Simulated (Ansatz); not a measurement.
Output of an Ansatz run (abridged):

```
WARN ansatz: RAYON_NUM_THREADS=1 ignored (pool sized by the plan → 1); use --threads N
Pseudopotentials: kind: paw
Pseudopotential: Pd, paw, valence charge 18
Pseudopotential: Au, paw, valence charge 19
Crystal: 4 atoms, lattice volume = 68.472 Å³
Basis set: ecut = 420 eV, 1329 PW (Γ)
Bands: 45, of which v1, the nominal top of the filled ones, is band 38 counted from 1 (37 counted from 0)
Symmetry: 8 space group operations
Space group: I4mm (ITA 107), of the structure as read, at distance tolerance 4.1e-5 Å
k-points: 59 of 512 (time reversal used)
PAW frozen core: Pd, regenerated for the run's functional, and the local potential with it
PAW frozen core: Au, regenerated for the run's functional, and the local potential with it
Initial density: superposition of atomic densities (neutral atoms: chi_scale 0, normalization atom), corrected by the library's trained network
Initial wavefunctions: pseudopotential atomic-orbital guess
Eigensolver: davidson
Functional: x = slater, c = lda
SCF iter   1: F=—  HF=-45439.610753 eV  |F-HF|=—  |Δ(HF+E_count)|=         —  Δρ=1.16e-2  dr2=8.55e-2  ethr=1.77e-3  ⟨swp⟩=5.9  Hψ=9446  notcnv=0  defer=28
all-band conjugate gradients solve this SCF's bands
preconditioner: auto → Kerker (q_TF=auto, 2.770 Å⁻¹)
SCF iter   2: F=—  HF=-45439.597941 eV  |F-HF|=—  |Δ(HF+E_count)|=   1.28e-2  Δρ=5.15e-3  dr2=1.57e-2  ethr=1.14e-4  ⟨swp⟩=1.2  Hψ=3159  notcnv=0  defer=32
SCF iter   3: F=—  HF=-45439.594222 eV  |F-HF|=—  |Δ(HF+E_count)|=   3.72e-3  Δρ=7.54e-4  dr2=3.13e-4  ethr=2.09e-5  ⟨swp⟩=2.1  Hψ=3610  notcnv=0  defer=33
SCF iter   4: F=—  HF=-45439.594168 eV  |F-HF|=—  |Δ(HF+E_count)|=   5.40e-5  Δρ=1.40e-4  dr2=9.93e-6  ethr=4.18e-7  ⟨swp⟩=2.3  Hψ=4255  notcnv=0  defer=33
SCF iter   5: F=—  HF=-45439.594168 eV  |F-HF|=—  |Δ(HF+E_count)|=   6.52e-7  Δρ=3.17e-5  dr2=1.19e-6  ethr=1.32e-8  ⟨swp⟩=1.5  Hψ=2811  notcnv=0  defer=33
SCF iter   6: F=-45439.594168 eV  HF=-45439.594168 eV  |F-HF|=3.19e-8  |Δ(HF+E_count)|=   1.74e-7  Δρ=8.71e-6  dr2=5.58e-8  ethr=1.33e-10  ⟨swp⟩=7.7  Hψ=11060  notcnv=0
SCF 1 converged in 6 iterations: F = -45439.594168 eV  dr2 = 5.58e-8
SCF converged after 6 iterations
Free energy (F): -45439.594168 eV
Harris-Foulkes:  -45439.594168 eV  (|F-HF|=3.19e-8)
Internal energy: -45439.551637 eV  (E = F + TS)
E sigma→0 (E₀):  -45439.572902 eV
Entropy (-TS):   -0.042532 eV (-10.633 meV/atom)
Fermi energy:    18.822942 eV
--- Per-component energies (eV) ---
  E_band       = -849.391842
  E_kinetic    = 2324.907978
  E_local      = -7118.936417  (includes V_loc(G=0)·N_el)
  E_nonlocal   = 467.835150
  E_hartree    = 2971.940634
  E_xc         = -845.761901
  E_vxc        = -1033.701101  (∫ρ·V_xc dr)
  E_paw        = -31893.301060  (= ΣΔE_a)
  E_vpaw       = -1433.394614  (= ΣTr[D̂ρ^β])
  E_aug_tail   = 0.004144  (compensation charges beyond the density's cutoff)
  E_ewald      = -11348.489050
  E_core_change = 2.248887  (= ΣΔE_core)
  E_smearing   = -0.042532  (= −TS)
  E_closure    = 0.000000  (closes the sum)
  Σ components = -45439.594168   (vs F -45439.594168, Δ=0.00e0)
--- Forces (eV/Å), atoms counted from 1 ---
  atom   1  Pd     0.00000000     0.00000000    -0.25368256
  atom   2  Au    -0.00000000    -0.00000000     0.14628142
  atom   3  Au     0.00000000    -0.00000000     0.14628142
  atom   4  Au     0.00000000     0.00000000    -0.03889241
  max |Σ_I F_I| component: 1.21e-5 eV/Å
--- Stress (GPa, compression-positive) ---
      -12.025143       0.000000       0.000000
        0.000000     -12.025143      -0.000000
        0.000000      -0.000000     -12.370702
  P = ⅓ Tr σ = -12.1403 GPa (-121.403 kbar)
  The stress holds the Pulay correction. Without it, at fixed plane waves, as pw.x and ABINIT print it: P = -12.1760 GPa
--- Band table (eV; the first three rows and the last of 59) ---
  k-point 0: bands = ["-86.4143", "-86.3999", "-86.3960", "-64.6728", "-37.8135", "-37.7628", "-37.7628", "-37.7300", "-37.7300", "-37.7051", "-37.6629", "-37.6531", "-37.6531", "-30.4782", "-30.4782", "-30.4681", "9.9464", "12.6392", "12.8718", [...]
  k-point 1: bands = ["-86.4139", "-86.3998", "-86.3965", "-64.6728", "-37.8149", "-37.7593", "-37.7484", "-37.7416", "-37.7316", "-37.6948", "-37.6667", "-37.6649", "-37.6517", "-30.4787", "-30.4783", "-30.4682", "10.2892", "12.8251", "13.0765", [...]
  k-point 2: bands = ["-86.4129", "-86.3996", "-86.3977", "-64.6728", "-37.8195", "-37.7597", "-37.7482", "-37.7391", "-37.7129", "-37.6945", "-37.6799", "-37.6725", "-37.6492", "-30.4795", "-30.4784", "-30.4682", "11.2244", "13.1918", "13.3260", [...]
  k-point 58: bands = ["-86.4116", "-86.4026", "-86.3960", "-64.6729", "-37.7907", "-37.7907", "-37.7551", "-37.7227", "-37.7039", "-37.6859", "-37.6859", "-37.6694", "-37.6694", "-30.4779", "-30.4779", "-30.4695", "11.9728", "12.3867", "12.7318", [...]
```

The structure:

```
CELL_PARAMETERS angstrom
     -2.06286     2.06286     4.02266
      2.06286    -2.06286     4.02266
      2.06286     2.06286    -4.02266
ATOMIC_POSITIONS crystal
  Pd 0.00622 0.00622 0.00000
  Au 0.75000 0.25000 0.50000
  Au 0.25000 0.75000 0.50000
  Au 0.50000 0.50000 0.00000
```

Question: Write an input that gives this output.

Answer: Other spellings and defaults could give the same log, and not every line can be read from it. The input that was run (DFT, LDA (PW92), plane waves, default PAW files made with PBE):

Ansatz 0.2 input:
```yaml
crystal:
  lattice:
    - [-2.062863, 2.062863, 4.022663]
    - [2.062863, -2.062863, 4.022663]
    - [2.062863, 2.062863, -4.022663]
  atoms:
    - { symbol: Pd, position_ang: [-0.000000, 0.000000, 0.050002] }
    - { symbol: Au, position_ang: [0.000000, 2.062863, 2.011331] }
    - { symbol: Au, position_ang: [2.062863, 0.000000, 2.011331] }
    - { symbol: Au, position_ang: [0.000000, 0.000000, 4.022663] }
basis:
  ecutwfc: 420.0
kpoints:
  mp_grid: { grid: [8, 8, 8] }
hamiltonian:
  xc: lda
  pseudopotentials: { kind: paw }
scf:
  occupations: { method: fermi_dirac, width: 0.1 }
output:
  forces: true
  eigenvalues: true
  stress: true
```

The starting cell comes from a database of computed structures (which also holds hypothetical and non-ambient phases and stackings), without a prior relaxation at this level. Its lattice was rescaled by up to half a per cent. One atom was moved a little off its site on purpose. Spin-orbit coupling is off. Spin polarisation is off. With a pressure of about -12 GPa the cell is away from its equilibrium volume at this level. Ansatz's pressure includes its estimate of the finite-basis (Pulay) stress.

Ansatz is a first-principles code.
